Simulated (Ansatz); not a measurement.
Ge (diamond structure), cut as (100) film, 5 layers, dihydride; geometry relaxed with PBE. The relaxation kept the symmetry of its start, so a lower minimum of less symmetry isn't excluded. The in-plane lattice is held at the bulk value. With PBE in Ansatz (an electronic-structure program) the gap on the k-mesh of the run is 1.85 eV. k-points: Γ-centred 7×7×1 mesh; occupations: Fermi-Dirac, 0.020 eV; spin polarisation not allowed. No spin-orbit coupling.

Problem. What gap does HSE06 (Ansatz) give on the same geometry and mesh?

Solution. 2.47 eV, wider by 0.62 eV.
